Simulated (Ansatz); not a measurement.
Start from TiAl (space group P4/mmm, No. 123; a = 2.8127 Å, c = 4.0616 Å; relaxed with 0.1 eV smearing). Axes: x, y, z lie along a, b, c of the conventional cell.

Method: r2SCAN in Ansatz (plane waves to 500 eV, PAW, spin-orbit coupling left out).

Base values:

- Shortest interatomic distance = 281.3 pm

The change: uniaxial strain ε_xx = −1.50 %, all other strain components held at zero; the atoms relax in the strained cell.

Question: What happens to the stress, energy relative to the base and shortest interatomic distance?

Answer: The stress (xx, yy, zz, yz, xz, xy; compression positive) comes out as (3.4, 0.9, 1.4, 0.0, 0.0, 0.0) GPa; the energy goes up by 2.5 meV/atom; the shortest interatomic distance decreases by 4.2 pm to 277.1 pm.

No phonon test of stability was made. All final runs are without spin polarisation.

Ansatz is a program for electronic structure.
